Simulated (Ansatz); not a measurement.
This Ansatz (a quantum-chemistry and plane-wave program) input is the reference run, CoSn (space group P6/mmm, No. 191; non-magnetic), computed with Kohn–Sham DFT with the r2SCAN functional, run in Ansatz with PAW and 500 eV plane waves, scalar-relativistic without spin-orbit coupling:

Ansatz 0.2 input:
```yaml
crystal:
  lattice:
    - [5.241624467, 0, 0]
    - [-2.6208122335, 4.5393799455, 0]
    - [0, 0, 4.1879386821]
  atoms:
    - { symbol: Co, position: [0.5, 0, 0] }
    - { symbol: Co, position: [0.5, 0.5, 0] }
    - { symbol: Co, position: [0, 0.5, 0] }
    - { symbol: Sn, position: [0, 0, 0] }
    - { symbol: Sn, position: [0.3333333333, 0.6666666667, 0.5] }
    - { symbol: Sn, position: [0.6666666667, 0.3333333333, 0.5] }
basis: { ecutwfc: 500, ecutrho_ratio: 4, xc_grid: 4, fft_grid_basis: typed }
kpoints: { mp_grid: { grid: [10, 10, 11] } }
hamiltonian:
  xc: r2scan
  dispersion: none
  pseudopotentials: { kind: paw }
scf: { occupations: { method: fermi_dirac, width: 0.05 }, convergence: { dr2_threshold: 0.0000000006 } }
output: { forces: true, stress: true }
checkpoint: { write: state.ck, write_every: 1000 }
```

Question: Write the input for this change: compressive biaxial strain of 0.78 % in the plane normal to [001], as in epitaxy on a mismatched substrate; the out-of-plane cell vector and the atoms relax.

Answer: 
Ansatz 0.2 input:
```yaml
crystal:
  lattice:
    - [5.2007397961, 0, 0]
    - [2.6003698981, 4.5039727819, 0]
    - [0, 0, 4.204271643]
  atoms:
    - { symbol: Co, position: [0.5, 0.5, 0] }
    - { symbol: Co, position: [0.5, 0, 0] }
    - { symbol: Co, position: [0, 0.5, 0] }
    - { symbol: Sn, position: [0, 0, 0] }
    - { symbol: Sn, position: [0.3333333333, 0.3333333333, 0.5] }
    - { symbol: Sn, position: [0.6666666667, 0.6666666667, 0.5] }
basis: { ecutwfc: 500, ecutrho_ratio: 4, xc_grid: 4, fft_grid_basis: typed }
kpoints: { mp_grid: { grid: [10, 10, 11] } }
hamiltonian:
  xc: r2scan
  dispersion: none
  pseudopotentials: { kind: paw }
scf: { occupations: { method: fermi_dirac, width: 0.05 } }
relax: { f_tol: 0.005, max_steps: 50, cell: { stress_tol: 0.01, fix: [a, b, gamma] } }
output: { forces: true, stress: true }
checkpoint: { write: state.ck, write_every: 1000 }
```
This is the input that was run; other choices of cell and start would serve too.

Without a gap, meshes like the base's 10×10×11 leave anisotropic stresses uncertain by several tenths of a GPa, and small strain energies with them. Stability against distortions was not tested. Starting moments died away, wholly or in part, for the base; another magnetic solution may exist. The final runs are not spin-polarised.
